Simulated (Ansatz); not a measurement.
# AlB2-type TiB2

These are r²SCAN-D4 (Ansatz, a first-principles code, plane waves, PAW) values and carry that method's errors.

Run with plane-wave cutoff 560 eV, 24×24×18 k mesh (along the axes of the cell as run), Fermi–Dirac smearing 0.05 eV, no spin polarisation, scalar-relativistic PAW data made under PBE.

Cell (relaxed at this level):

```xyz
3
Lattice="1.5086 -2.6129 0.0000 1.5086 2.6129 0.0000 0.0000 0.0000 3.2033" Properties=species:S:1:pos:R:3 pbc="T T T"
Ti     0.0000     0.0000     0.0000
B      1.5086     0.8710     1.6016
B      1.5086    -0.8710     1.6016
```

```json
{
 "bulk modulus B0": "263 GPa",
 "band_gap": "none",
 "pressure derivative B′ of the bulk modulus": "3.9"
}
```

Measured, for comparison: bulk modulus 240 GPa (room temperature, not corrected to a static lattice, our sources range from 233 to 250; as tabulated in Synthesis of Binary Transition Metal Nitrides, Carbides and Borides from the …). Computed (rounded) less measured: bulk modulus +10 % (+5 % to +13 % over the range). A static lattice is as a rule a little smaller and stiffer than an uncorrected measurement, which narrows the difference in the bulk modulus and would widen misses of the other sign.

Note: the bulk modulus comes from volumes at which shape and atoms were relaxed.

It cost about 14 core-minutes (a rough figure) of CPU time.
